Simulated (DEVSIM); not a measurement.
Device: abrupt Si p-n junction, at 300 K.

Layer 1 from the left is Si, thickness (μm) 49.0, Na (cm⁻³) 1.4e18, τn (s) 1.1e-5, τp (s) 1.1e-5. Layer 2 from the left is Si, thickness (μm) 42.0, Nd (cm⁻³) 1.8e16, τn (s) 1.1e-5, τp (s) 1.1e-5.

Left contact: ohmic. Right contact: ohmic. Voltage is applied to the left contact. Recombination: SRH at mid-gap, Auger. Mobility is μmin + (μ − μmin)/(1 + (N/Nref)^α).

This is a model device: material constants are rounded textbook-type values typed into the input, and sizes, dopings and lifetimes were drawn at random. Values at 300 K.

Si: gap (eV) 1.124, affinity (eV) 4.05, permittivity 11.7, Nc (cm⁻³) 2.86e19, Nv (cm⁻³) 3.1e19, μn (cm²/Vs) 1417, μp (cm²/Vs) 470, μn,min 52, μp,min 45, Nref,n 9.7e16, Nref,p 2.2e17, αn 0.68, αp 0.72, Cn (cm⁶/s) 2.8e-31, Cp (cm⁶/s) 9.9e-32.

Simulated with DEVSIM: 1D drift-diffusion, Boltzmann statistics, complete ionisation; no tunnelling, impact ionisation, image-force lowering or self-heating.

Dark forward current:

```
|V| (V)  |J| (A/cm²)
-------  -----------
0.05       2.950e-10
0.10        1.117e-9
0.15        3.830e-9
0.20        1.461e-8
0.25        6.715e-8
0.30        3.694e-7
0.35        2.288e-6
0.40        1.508e-5
0.45       0.0001022
0.50       0.0007003
0.55        0.004824
0.60         0.03323
0.65          0.2262
0.70           1.435
0.75           7.315
0.80           27.18
0.85           76.29
0.90           170.9
0.95           322.7
1.00           538.4
1.05           820.4
1.10            1166
1.15            1570
1.20            2026
```

Work out the local ideality factor n = ΔV / (kT/q · ln(J2/J1)) between the rows 0.15 and 0.20 V, 0.50 and 0.55 V, 1.15 and 1.20 V.

kT/q = 25.85 mV. From 0.15 to 0.20 V: ln(1.461e-8/3.830e-9) = 1.339, n = 1.44. From 0.50 to 0.55 V: ln(0.004824/0.0007003) = 1.930, n = 1.00, near the 1 of diffusion or emission over a barrier. From 1.15 to 1.20 V: ln(2026/1570) = 0.255, n = 7.59.

Estimate the current at 0.50 V from the Shockley equation with J0 = Σ q ni² D/(N L) coth(W/L), τ joining the SRH, radiative and Auger lifetimes that are on, and W taken as the whole layer.

ni² = 1.16e20 cm⁻⁶; electrons in the p layer: μ = 243 cm²/Vs, D = 6.28 cm²/s, τ = 3.51e-6 s, L = 47.0 μm, W/L = 1.0, term 2.28e-14 A/cm²; holes in the n layer: μ = 410 cm²/Vs, D = 10.6 cm²/s, τ = 1.10e-5 s, L = 108 μm, W/L = 0.39, term 2.73e-12 A/cm². J0 = 2.75e-12 A/cm², and J = J0 exp(qV/kT) = 0.000692 A/cm². The simulation gives 0.000700 A/cm²; the estimate lies 1.2 % below. The estimate leaves out recombination in the depletion region and that region's share of W.
